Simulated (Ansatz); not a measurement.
# MoS2, pressure series

Start from MoS2 in the 3R-MoS2 type structure (space group R3m, No. 160; a = 3.153 Å, c = 17.994 Å (hexagonal axes); layered, stacked along the Cartesian z axis).

Cell and atoms are relaxed at each pressure.

Method: PBE-D3(BJ) (Ansatz, a first-principles code), scalar-relativistic without spin-orbit coupling, earlier PAW set.

Q: Only one of these has no band gap. Which?
A. pressure 7 GPa
B. pressure 100 GPa
C. pressure −2 GPa

A: B, pressure 100 GPa. Computed: pressure 7 GPa: 0.36 eV; pressure 100 GPa: zero; pressure −2 GPa: 1.06 eV

The mesh was chosen for an insulator and is coarse for the gapless case. Load acts through the strain it causes; cell and atoms are relaxed under it. Stability against distortions was not tested. No other phases were tried under pressure. The final runs are not spin-polarised.
